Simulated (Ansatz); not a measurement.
Base system: BeTe in the zinc blende structure (space group F-43m, No. 216; a = 5.6046 Å).

The values are results of plane-wave PAW DFT at the PBEsol level (Ansatz, an electronic-structure program, 420 eV), without spin-orbit coupling, earlier PAW set, not measurements.

One change was made to it. Results:

```tsv
quantity	base	after
density	5.15 g/cm³	11.04 g/cm³
band gap	1.84 eV	zero
```

### Question
Name the change that was made.
(A) Te → Pt
(B) Te → Ni
(C) Be → Nb

### Answer
A, Te → Pt. For comparison, the density in the other runs: Be → Nb gives 6.15 g/cm³; Te → Ni gives 4.46 g/cm³.

With Pt and Te present, leaving out spin-orbit coupling can change the band edges. No phonon test of stability was made. As relaxed here, BePt, NbTe and BeNi are hypothetical phases, not in the database extracts checked. Starting moments died away, wholly or in part, for Te → Ni; another magnetic solution may exist. The final runs are not spin-polarised. An odd electron count without spin: NbTe. NbTe has a high density of states at the Fermi level and may be magnetic at this level.
